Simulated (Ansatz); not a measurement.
The starting structures come from a database of crystals and need not be the phases stable at ambient conditions.

 Where the default PAW files enter, the runs use the earlier of Ansatz's two default sets.

Input:

```yaml
crystal:
  lattice:
    - [3.80867, 0.00000, 0.00000]
    - [-1.90433, 3.29840, 0.00000]
    - [0.00000, 0.00000, 43.58865]
  atoms:
    - { symbol: Zn, position: [0.00000, 0.00000, 0.14290] }
    - { symbol: Zn, position: [0.33333, 0.66667, 0.21420] }
    - { symbol: Zn, position: [0.66667, 0.33333, 0.07150] }
    - { symbol: Zn, position: [0.00000, 0.00000, 0.78570] }
    - { symbol: Zn, position: [0.33333, 0.66667, 0.71430] }
    - { symbol: Zn, position: [0.00000, 0.00000, 0.64280] }
    - { symbol: Zn, position: [0.33333, 0.66667, 0.35720] }
    - { symbol: Zn, position: [0.33333, 0.66667, 0.00010] }
    - { symbol: Zn, position: [0.00000, 0.00000, 0.42850] }
    - { symbol: Zn, position: [0.00000, 0.00000, 0.92860] }
    - { symbol: Zn, position: [0.66667, 0.33333, 0.28570] }
    - { symbol: Zn, position: [0.66667, 0.33333, 0.50000] }
    - { symbol: Zn, position: [0.33333, 0.66667, 0.57140] }
    - { symbol: Zn, position: [0.33333, 0.66667, 0.85720] }
    - { symbol: S, position: [0.33333, 0.66667, 0.76780] }
    - { symbol: S, position: [0.00000, 0.00000, 0.98220] }
    - { symbol: S, position: [0.00000, 0.00000, 0.19640] }
    - { symbol: S, position: [0.66667, 0.33333, 0.33940] }
    - { symbol: S, position: [0.00000, 0.00000, 0.69640] }
    - { symbol: S, position: [0.33333, 0.66667, 0.41070] }
    - { symbol: S, position: [0.33333, 0.66667, 0.91070] }
    - { symbol: S, position: [0.33333, 0.66667, 0.26780] }
    - { symbol: S, position: [0.66667, 0.33333, 0.55350] }
    - { symbol: S, position: [0.00000, 0.00000, 0.83930] }
    - { symbol: S, position: [0.33333, 0.66667, 0.05360] }
    - { symbol: S, position: [0.00000, 0.00000, 0.48210] }
    - { symbol: S, position: [0.33333, 0.66667, 0.62490] }
    - { symbol: S, position: [0.66667, 0.33333, 0.12500] }
```

Space group of this cell: P3m1. The cell is taken as given.

Level of theory: r2SCAN (plane waves, PAW; Ansatz, a first-principles code).

The current runs along the normal of the first two printed vectors; no spin-orbit coupling. Scaled by the factor s: the length along the current (ions clamped). Meshes 12×12×1 and 12×12 across the current in all rows.

| s | mean pressure (GPa) | band gap (eV) |
|---|---|---|
| 0.97 | 2.8 | 2.84 |
| 1.00 | 0.1 | 2.73 |
| 1.03 | -2.0 | ? |

Q: Take the slope of the band gap against ln s from the two given rows, extrapolate to s = 1.03, and say what the run there gives.

A: Slope = (2.84 − 2.73) / ln 0.97 = -3.61 eV. The line gives 2.73 + (-3.61) × ln 1.03 = 2.62 eV. The run gives 2.53 eV, 0.09 eV under the line, 87 % of the predicted step.
